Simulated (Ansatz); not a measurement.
Given:

```yaml
crystal:
  lattice:
    - [3.80820, 0.00000, 0.00000]
    - [0.00000, 3.80820, 0.00000]
    - [1.90410, -1.90410, 2.89457]
  atoms:
    - { symbol: N, position: [0.25000, 0.25000, 0.50000] }
    - { symbol: La, position: [0.00000, 0.00000, 0.00000] }
```

A single point on hypothetical zinc blende LaN with a change (biaxial strain −2.90 %, plane normal [001], relaxed out of plane), its geometry relaxed with PBEsol.

All numbers come from plane-wave PAW DFT at the PBEsol level (Ansatz, a first-principles code, 420 eV), spin-orbit coupling included. Γ-centred 10×10×10 mesh, Fermi–Dirac width 0.05 eV.

Question: Estimate the band gap.

Answer: 0.95 eV.

Question: What is the computed smallest direct gap?

Answer: 1.98 eV.

Single points use the geometry relaxed with PBEsol. No phonon test of stability was made. The cell was made from LaN in the zinc blende structure (space group F-43m, No. 216; a hypothetical phase, not in the database extracts checked) by this change: biaxial strain −2.90 %, plane normal [001], relaxed out of plane.
